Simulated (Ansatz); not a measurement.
# How far PBE-D3(BJ) and r2SCAN+rVV10 part for Sb

Take Sb in the A7 type structure (space group R-3m, No. 166; a = 4.321 Å, c = 11.040 Å (hexagonal axes)) as the base.

(Cell as relaxed with PBE-D3(BJ).)

Levels (all Ansatz, an electronic-structure program, PAW): PBE-D3(BJ) (420 eV, no spin-orbit coupling); r2SCAN+rVV10 (500 eV, without spin-orbit coupling).

Each level relaxes its own structure.

```csv
quantity,PBE-D3(BJ),r2SCAN+rVV10
volume per atom,29.76 Å³,___
lattice parameter a,432.1 pm,___
lattice parameter c,1104.0 pm,___
band gap,zero,___
```

### Question
What does r2SCAN+rVV10 give?

### Answer

- volume per atom, r2SCAN+rVV10: 30.67 Å³
- lattice parameter a, r2SCAN+rVV10: 432.8 pm
- lattice parameter c, r2SCAN+rVV10: 1134.4 pm
- band gap, r2SCAN+rVV10: zero

PBE-D3(BJ)'s volume per atom lies 0.916 Å³ below r2SCAN+rVV10's (3.0 %); PBE-D3(BJ)'s lattice parameter a lies 0.7 pm below r2SCAN+rVV10's (0.2 %); PBE-D3(BJ)'s lattice parameter c lies 30.47 pm below r2SCAN+rVV10's (2.7 %); the two agree on the band gap. Neither level is exact; r2SCAN+rVV10 is the comparison here, not a measurement.

Spin-orbit coupling, missing from the scalar runs, can matter with Sb. Stability against distortions was not tested.
